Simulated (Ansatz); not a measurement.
System: L1₂ (Cu3Au-type) Ni3Fe. Method: LDA (Ansatz, a quantum-chemistry and plane-wave program, PAW).

Numerical settings: plane-wave cutoff 500 eV, 16×16×16 k mesh, Fermi–Dirac smearing 0.1 eV, spin-polarised with parallel moments, scalar-relativistic PAW data made under PBE.

Cell (relaxed at this level):

```xyz
4
Lattice="3.4475 0.0000 0.0000 0.0000 3.4475 0.0000 0.0000 0.0000 3.4475" Properties=species:S:1:pos:R:3 pbc="T T T"
Fe     0.0000     0.0000     0.0000
Ni     0.0000     1.7238     1.7238
Ni     1.7238     0.0000     1.7238
Ni     1.7238     1.7238     0.0000
```

Problem. Give the computed magnetic moment (largest site, within a sphere).

Solution. 
- magnetic moment (largest site, within a sphere): 2.70 μB

Moments are spin moments.

Static lattice: no zero-point or thermal effects.
